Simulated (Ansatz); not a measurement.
Input and output of a self-consistent single point for FeAl (Pm-3m, 2 atoms in the cell) (Ansatz, a quantum-chemistry and plane-wave program)

Level of theory: LDA (PW92), default PAW files made with PBE (plane waves; Ansatz).

The input file:

Ansatz 0.2 input:
```yaml
crystal:
  lattice:
    - [2.918730, 0.000000, 0.000000]
    - [0.000000, 2.918730, 0.000000]
    - [0.000000, 0.000000, 2.918730]
  atoms:
    - { symbol: Al, position: [0.500000, 0.500000, 0.500000] }
    - { symbol: Fe, position: [0.000000, 0.000000, 0.000000] }
basis:
  ecutwfc: 420.0
kpoints:
  mp_grid:
    grid: [11, 11, 11]
hamiltonian:
  xc: lda
  pseudopotentials:
    kind: paw
scf:
  occupations:
    method: fermi_dirac
    width: 0.1
output:
  forces: true
  eigenvalues: true
  stress: true
```

The program printed (abridged):

```
WARN ansatz: RAYON_NUM_THREADS=1 ignored (pool sized by the plan → 1); use --threads N
Pseudopotentials: kind: paw
Pseudopotential: Al, paw, valence charge 3
Pseudopotential: Fe, paw, valence charge 16
Crystal: 2 atoms, lattice volume = 24.865 Å³
Basis set: ecut = 420 eV, 461 PW (Γ)
Bands: 14, of which v1, the nominal top of the filled ones, is band 10 counted from 1 (9 counted from 0)
Symmetry: 48 space group operations
Space group: Pm-3m (ITA 221), of the structure as read, at distance tolerance 2.9e-5 Å
k-points: 56 of 1331
PAW frozen core: Al, regenerated for the run's functional, and the local potential with it
PAW frozen core: Fe, regenerated for the run's functional, and the local potential with it
Initial density: superposition of atomic densities (neutral atoms: chi_scale 0, normalization atom), corrected by the library's trained network
Initial wavefunctions: pseudopotential atomic-orbital guess
Eigensolver: davidson
Functional: x = slater, c = lda
SCF iter   1: F=—  HF=-4933.535964 eV  |F-HF|=—  |Δ(HF+E_count)|=         —  Δρ=9.97e-3  dr2=8.76e-3  ethr=1.77e-3  ⟨swp⟩=4.3  Hψ=3634  notcnv=0
all-band conjugate gradients solve this SCF's bands
preconditioner: auto → none
SCF iter   2: F=—  HF=-4933.534471 eV  |F-HF|=—  |Δ(HF+E_count)|=   1.49e-3  Δρ=3.91e-3  dr2=1.35e-3  ethr=4.61e-5  ⟨swp⟩=2.8  Hψ=1559  notcnv=0
SCF iter   3: F=—  HF=-4933.534194 eV  |F-HF|=—  |Δ(HF+E_count)|=   2.77e-4  Δρ=7.61e-4  dr2=1.37e-4  ethr=7.09e-6  ⟨swp⟩=1.3  Hψ=954  notcnv=0
SCF iter   4: F=—  HF=-4933.534166 eV  |F-HF|=—  |Δ(HF+E_count)|=   2.75e-5  Δρ=1.68e-4  dr2=5.56e-6  ethr=7.23e-7  ⟨swp⟩=1.0  Hψ=792  notcnv=0
SCF iter   5: F=—  HF=-4933.534165 eV  |F-HF|=—  |Δ(HF+E_count)|=   1.78e-6  Δρ=7.40e-6  dr2=3.65e-9  ethr=2.93e-8  ⟨swp⟩=2.4  Hψ=999  notcnv=0
SCF iter   6: F=-4933.534165 eV  HF=-4933.534165 eV  |F-HF|=1.82e-11  |Δ(HF+E_count)|=   1.57e-9  Δρ=1.09e-6  dr2=8.21e-11  ethr=1.92e-11  ⟨swp⟩=1.8  Hψ=2462  notcnv=0
SCF 1 converged in 6 iterations: F = -4933.534165 eV  dr2 = 8.21e-11
SCF converged after 6 iterations
Free energy (F): -4933.534165 eV
Harris-Foulkes:  -4933.534165 eV  (|F-HF|=1.82e-11)
Internal energy: -4933.435373 eV  (E = F + TS)
E sigma→0 (E₀):  -4933.484769 eV
Entropy (-TS):   -0.098792 eV (-49.396 meV/atom)
Fermi energy:    12.922359 eV
--- Per-component energies (eV) ---
  E_band       = -262.389256
  E_kinetic    = 380.400079
  E_local      = -2800.017015  (includes V_loc(G=0)·N_el)
  E_nonlocal   = 231.415788
  E_hartree    = 1205.729306
  E_xc         = -157.954849
  E_vxc        = -182.801660  (∫ρ·V_xc dr)
  E_paw        = -1748.839535  (= ΣΔE_a)
  E_vpaw       = -302.845416  (= ΣTr[D̂ρ^β])
  E_aug_tail   = 0.000822  (compensation charges beyond the density's cutoff)
  E_ewald      = -2044.627220
  E_core_change = 0.457252  (= ΣΔE_core)
  E_smearing   = -0.098792  (= −TS)
  E_closure    = -0.000000  (closes the sum)
  Σ components = -4933.534165   (vs F -4933.534165, Δ=0.00e0)
--- Forces (eV/Å), atoms counted from 1 ---
  atom   1  Al     0.00000000     0.00000000     0.00000000
  atom   2  Fe    -0.00000000    -0.00000000     0.00000000
  max |Σ_I F_I| component: 1.97e-31 eV/Å
--- Stress (GPa, compression-positive) ---
      -17.999648      -0.000000       0.000000
       -0.000000     -17.999648       0.000000
        0.000000       0.000000     -17.999648
  P = ⅓ Tr σ = -17.9996 GPa (-179.996 kbar)
  The stress holds the Pulay correction. Without it, at fixed plane waves, as pw.x and ABINIT print it: P = -18.1159 GPa
--- Band table (eV; the first three rows and the last of 56) ---
  k-point 0: bands = ["-72.4951", "-38.9570", "-38.9570", "-38.9570", "2.8843", "10.8050", "10.8050", "13.0604", "13.0604", "13.0604", "19.0535", "19.0535", "19.0535", "22.1756"]
  k-point 1: bands = ["-72.4948", "-38.9613", "-38.9567", "-38.9567", "3.0344", "10.7842", "10.8488", "12.9671", "12.9671", "13.0700", "17.9123", "19.2741", "19.2741", "22.1378"]
  k-point 2: bands = ["-72.4940", "-38.9727", "-38.9558", "-38.9558", "3.4805", "10.6399", "10.9692", "12.7364", "12.7364", "13.0958", "16.1748", "19.8893", "19.8893", "22.0286"]
  k-point 55: bands = ["-72.4837", "-38.9987", "-38.9986", "-38.9986", "9.6447", "9.8347", "9.8347", "13.5369", "13.5369", "15.1816", "16.0254", "16.0254", "16.8003", "19.1128"]
```

The run converged in 6 iterations.

The starting cell has typed, rounded lattice constants, without a prior relaxation at this level. Its lattice was rescaled by up to half a per cent. Spin polarisation is off. With a pressure of about -18 GPa the cell is away from its equilibrium volume at this level. Ansatz's pressure includes its estimate of the finite-basis (Pulay) stress.
